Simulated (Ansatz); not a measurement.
# Free triangular strip chain of Mo atoms

Level of theory: PBE (plane waves to 420 eV, PAW; Ansatz, a first-principles code). Mesh 1×1×128. Collinear spin, started with parallel moments, and moments remain. Isolated but for its images some 11 Å away. A hypothetical model. Only distortions within the start's symmetry and period were free. Pairing along the axis, which can open a gap, is among the distortions not tried. Values not marked SOC lack spin–orbit coupling. No Hubbard term is applied. Fermi–Dirac width 0.02 eV.

- period along the axis (2 atoms): 2.416 Å
- net spin moment: 0.62 μB a period
- PBE gap: none (under 0.01 eV)

```
CELL_PARAMETERS angstrom
     13.00000     0.00000     0.00000
      0.00000    11.00000     0.00000
      0.00000     0.00000     2.41608
ATOMIC_POSITIONS crystal
  Mo 0.41541 0.50000 0.00000
  Mo 0.58459 0.50000 0.50000
```
